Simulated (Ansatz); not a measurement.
## How the equilibrium volume per atom of ZrN (model structure, started from the NbAs type, I4₁md, No. 109, 4 atoms in the cell) moves with the method

No measured value is used here.

| level (code) | value (Å³/atom) |
|---|---|
| PBE (Ansatz) | 12.42 |
| PBEsol (Ansatz) | ? |
| PBE-D3(BJ) (Ansatz) | 12.12 |

Q: Fill in the missing entries.

A: 
- PBEsol (Ansatz, a program for electronic structure), value (Å³/atom): 12.05

Ansatz's density-functional and Hartree–Fock values are scalar-relativistic unless marked +SOC, with PAW data made under PBE.

A model structure was made by putting elements into a prototype or built by hand; it is no filed structure, need not be a known phase, and can be a saddle point held by its symmetry.
